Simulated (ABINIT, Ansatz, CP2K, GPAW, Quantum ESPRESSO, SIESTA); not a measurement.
One structure in several programs: SrSbPt (P-6m2, 3 atoms in the cell)

Self-consistent single point.

```
CELL_PARAMETERS angstrom
      4.50717     0.00000     0.00000
     -2.25359     3.90332     0.00000
      0.00000     0.00000     4.63998
ATOMIC_POSITIONS crystal
  Sr 0.00000 0.00000 0.00000
  Sb 0.66667 0.33333 0.50000
  Pt 0.33333 0.66667 0.50000
```

All programs got the same cell, k-point mesh and kind of occupations (in Ansatz's words: kpoints.mp_grid.grid = 6 6 5; scf.occupations.method = gaussian; scf.occupations.width = 0.1 eV); potentials, basis and cutoffs are each program's usual ones.

```json
[
 {"code": "Ansatz", "model": "LDA (PW92), PAW files made with PBE", "pressure (GPa)": "-3.59", "k-points": "21", "cutoff": "420 eV"},
 {"code": "SIESTA", "model": "LDA PW92, numerical atomic orbitals DZP, PseudoDojo LDA standard norm-conserving potentials (rewritten from UPF to PSML)", "pressure (GPa)": "-1.41", "k-points": "96", "cutoff": "grid 400 Ry"},
 {"code": "CP2K", "model": "LDA (Pade form), GPW, DZVP-MOLOPT-SR-GTH basis, GTH-PADE potentials (GTH_POTENTIALS)", "pressure (GPa)": "-7.88", "k-points": "180", "cutoff": "grid 500 Ry"},
 {"code": "GPAW", "model": "LDA (Perdew-Wang 92), GPAW PAW datasets LDA (gpaw-data 1.0.1)", "pressure (GPa)": "-3.79", "k-points": "21", "cutoff": "550 eV"},
 {"code": "Quantum ESPRESSO", "model": "LDA (PZ), GBRV 1.5 ultrasoft (LDA) pseudopotentials", "pressure (GPa)": "-3.69", "k-points": "21", "cutoff": "40 Ry"},
 {"code": "ABINIT", "model": "LDA (PW92), norm-conserving pseudopotentials (PseudoDojo nc-sr-04 LDA standard)", "pressure (GPa)": "-3.51", "k-points": "21", "cutoff": "84 Ry"}
]
```

The spread over the programs that give each value: pressure within 6.47 GPa.

The starting cell comes from a database of computed structures (which also holds hypothetical and non-ambient phases and stackings), without a prior relaxation at this level. On Ansatz's run: Spin-orbit coupling is off. Spin polarisation is off. In the base run, with a pressure of about -4 GPa the cell is away from its equilibrium volume at this level.

Why do the programs differ, and what cannot be compared?

Differences of this kind can come from the potentials, where these differ, and from what each basis and cutoff leave unconverged. The valence holds different numbers of electrons (Ansatz (an electronic-structure program) 43, SIESTA 43, CP2K 33, GPAW 41, Quantum ESPRESSO 41, ABINIT 43). The zero of total energies and Fermi levels follows the potentials and each program's conventions, so they are not compared here. SIESTA and CP2K use small atom-centred bases, whose incompleteness enters pressures, forces and empty levels differently from a plane-wave cutoff. Ansatz's pressure is given at a fixed set of plane waves, as the other plane-wave codes print theirs. The same LDA comes in different parametrisations, which differ slightly. The programs reduce the same mesh by symmetry to different extents, which changes the work and not the result. In the pressure, SIESTA (by 2.23) and CP2K (by 4.24) lie more than 1 GPa from the median of the plane-wave programs.

Left out of this page: Elk and FLEUR (not drawn, or without a comparable value).

Keys are those of Ansatz 0.2.
